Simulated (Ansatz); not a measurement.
SiH3 on the (111) surface of germanium (2x2 Ge adatom at T4; a constructed slab, bottom: 4 H on 4 bottom sites), one in a cell of 57 Å², energies for each. Energies are against SiH4(g) − ½ H2(g), without zero-point or thermal terms; each row is named by its start (#2, #3: further inequivalent places of a kind).

Calculation: PBE (plane waves to 420 eV, PAW; Ansatz, a quantum-chemistry and plane-wave program).

Slab: 41 atoms, 13.7 Å thick at the start with caps and adatoms under the adsorbate (thin: gaps and levels are the slab's own); k 3x3x1, smearing 0.01 eV, dipole-corrected; 20 atoms held, the rest relaxed; each run with such symmetry as its start has; spin-polarised, no spin-orbit, no U, no dispersion correction.

A negative adsorption energy means that the adsorbate is more stable on the surface than in its reference. Starts that drift may end in the same place. Heights count from the host atoms within 0.3 Å of the top one. Moments of ungapped slabs depend on the mesh.

```
starting site                                                               E_ads (eV)  height (Å)  nearest host atom (Å)  bonded to  Δ work function (eV)  lateral drift (Å)  moment (μB)
--------------------------------------------------------------------------  ----------  ----------  ---------------------  ---------  --------------------  -----------------  -----------
top Ge                                                                            0.10        2.43                Ge 2.43         Ge                  0.32                0.0          0.5
top Ge #2                                                                        -0.48        0.90                Ge 2.40         Ge                 -0.12                0.0          0.8
over Ge at depth 1.5 Å (the adsorbate broke or entered a bond of the host)        0.08        0.76                Ge 2.43         Ge                  0.14                0.5          0.6
bridge Ge-Ge (span 4.7 Å)                                                        -0.47        0.90                Ge 2.40         Ge                 -0.13                2.4          0.8
```
